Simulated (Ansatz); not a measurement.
Base system: Sc in the hcp (Mg type) structure (space group P6_3/mmc, No. 194; relaxed with 0.1 eV smearing).

```
CELL_PARAMETERS angstrom
      3.27535     0.00000     0.00000
     -1.63768     2.83654     0.00000
      0.00000     0.00000     5.10512
ATOMIC_POSITIONS crystal
  Sc 0.66667 0.33333 0.25000
  Sc 0.33333 0.66667 0.75000
```

Cartesian axes are those of the cell as printed.

Level of theory: plane-wave PAW DFT at the PBEsol level (Ansatz, a quantum-chemistry and plane-wave program, 420 eV), no SOC.

Perturbation: a pure shear with ε_xz = ε_zx = 0.0114, atoms relaxed at fixed cell.

Task: Predict the stress tensor and what it implies for the stiffness.

Result: Stress of the strained cell less that of the base (GPa, compression positive):
```
    0.0     0.0    -0.7
    0.0     0.0     0.0
   -0.7     0.0     0.0
```

Then −Δσ/γ with γ = 2ε = 0.0228 gives relaxed-ion elastic constants: C55 ≈ 32 GPa.

No phonon test of stability was made. The final runs are not spin-polarised.
